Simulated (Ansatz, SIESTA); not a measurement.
# Ga (Cmce, 4 atoms in the cell) computed with different codes at matched settings

Self-consistent single point.

```xyz
4
Lattice="2.1925 -3.7587 0.0000 2.1925 3.7587 0.0000 0.0000 0.0000 4.5072" Properties=species:S:1:pos:R:3 pbc="T T T"
Ga     2.1925    -1.1705     1.8723
Ga     2.1925     1.1705     2.6349
Ga     2.1925    -2.5883     4.1259
Ga     2.1925     2.5883     0.3813
```

Shared settings, as Ansatz (an electronic-structure program) writes them: kpoints.mp_grid.grid = 7 7 6; magnetization.spin_orbit = true; scf.occupations.method = gaussian; scf.occupations.width = 0.272 eV. Potentials and cutoffs stand in the table.

```csv
code,model,pressure (GPa),largest force (eV/Å),cutoff
Ansatz,"PBE with spin-orbit coupling, PAW files",5.35,0.040,default
SIESTA,"GGA PBE with spin-orbit coupling, numerical atomic orbitals DZP, PseudoDojo PBE fully relativistic norm-conserving potentials (rewritten from UPF to PSML)",–,0.216,grid 400 Ry
```

A dash marks a value that a program does not give, or that is left out as unsure.

The spread over the programs that give each value: largest force within 0.176 eV/Å.

SIESTA uses small atom-centred bases, whose incompleteness enters pressures, forces and empty levels differently from a plane-wave cutoff.

The starting cell comes from a database of computed structures (which also holds hypothetical and non-ambient phases and stackings), without a prior relaxation at this level. Its lattice was rescaled by a random factor within 2.5 % of one.

Left out of this page: Elk (not drawn, or without a comparable value).

Keys are those of Ansatz 0.2.
